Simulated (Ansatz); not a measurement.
# Element substitutions in Sc

The parent structure is Sc in the hcp (Mg type) structure (space group P6_3/mmc, No. 194).

```yaml
crystal:
  lattice:
    - [3.32949, 0.00000, 0.00000]
    - [-1.66475, 2.88342, 0.00000]
    - [0.00000, 0.00000, 5.19194]
  atoms:
    - { symbol: Sc, position: [0.33333, 0.66667, 0.75000] }
    - { symbol: Sc, position: [0.66667, 0.33333, 0.25000] }
```

Each row replaces one element on all its sites; cell and atoms are relaxed.

Calculations: Ansatz (a program for electronic structure), r2SCAN, PAW, cutoff 500 eV, without spin-orbit coupling.

| case | shortest interatomic distance | c/a ratio |
|---|---|---|
| base | 323.0 pm | 1.559 |
| Sc → Al | … | … |
| Sc → Zr | 318.5 pm | 1.587 |
| Sc → K | – | 1.656 |
| Sc → Ta | 288.7 pm | 1.773 |

Task: Some entries are withheld; estimate them.

Result: 
- Sc → Al, shortest interatomic distance: 281.8 pm
- Sc → Al, c/a ratio: 1.653

No phonon test of stability was made. For Al, K and Ta in this form, whether it has been made was not checked. All final runs are without spin polarisation. This is not the structure that Al has at room temperature and ambient pressure. This is not the structure that K has at room temperature and ambient pressure. This is not the structure that Ta has at room temperature and ambient pressure.
